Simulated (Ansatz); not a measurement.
Cells marked so need not be the phases stable at ambient conditions, and some may be hypothetical.

No gap correction and no spin-orbit coupling; mid-gap values are interpolated between computed energies.

A. AlH3 (R-3c, not sure to be the ambient phase, 8 atoms a cell, 8.2 Å³ an atom), along the normal of (110)
B. Ca₃(PO₄)₂ (R-3m, not sure to be the ambient phase, 13 atoms a cell, 11.3 Å³ an atom, 2 GPa at this level), along the normal of (001)
C. K$_{2}$Pt (Fm-3m, not sure to be the ambient phase, 3 atoms a cell, 36.0 Å³ an atom), along the normal of (110)

Q: Put the candidates in order of mid-gap decay constant of the slowest evanescent state, lowest first, for Ansatz (a program for electronic structure) with r2SCAN.

A: C (0.24 1/Å), A (0.32 1/Å), B (0.48 1/Å)
